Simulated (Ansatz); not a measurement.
The starting structures come from a database of crystals and need not be the phases stable at ambient conditions.

 Where the default PAW files enter, the runs use the earlier of Ansatz's two default sets.

Tunnelling through a barrier is set by its complex band structure: the current falls as exp(−2κd) with the smallest κ.

Input:

```yaml
crystal:
  lattice:
    - [4.21344, 0.00000, 0.00000]
    - [0.00000, 9.21104, 0.00000]
    - [0.00000, 4.60552, 4.60552]
  atoms:
    - { symbol: Nb, position: [0.77651, 0.50000, 0.50000] }
    - { symbol: Nb, position: [0.22349, 0.00000, 0.50000] }
    - { symbol: P, position: [0.50000, 0.00000, 0.00000] }
    - { symbol: P, position: [0.50000, 0.50000, 0.00000] }
    - { symbol: O, position: [0.28977, 0.00000, 0.80654] }
    - { symbol: O, position: [0.28977, 0.30654, 0.19346] }
    - { symbol: O, position: [0.28977, 0.00000, 0.19346] }
    - { symbol: O, position: [0.28977, 0.69346, 0.80654] }
    - { symbol: O, position: [0.71023, 0.50000, 0.19346] }
    - { symbol: O, position: [0.71023, 0.80654, 0.19346] }
    - { symbol: O, position: [0.71023, 0.50000, 0.80654] }
    - { symbol: O, position: [0.71023, 0.19346, 0.80654] }
    - { symbol: O, position: [0.80035, 0.00000, 0.50000] }
    - { symbol: O, position: [0.19965, 0.50000, 0.50000] }
```

Space group of this cell: P4/nmm. The cell is taken as given; by PBEsol its mean pressure is -6.7 GPa.

Transport runs along the normal of the first two printed cell vectors, the (110) plane of the conventional cell.

No gap correction and no spin-orbit coupling; mid-gap values are interpolated between computed energies.

Task: Compute, with PBEsol in Ansatz (a program for electronic structure), the band gap and the smallest decay constant κ at mid-gap.

Result: Gap 3.11 eV on a 8×8×8 mesh; κ = 0.381 1/Å, at the zone centre.
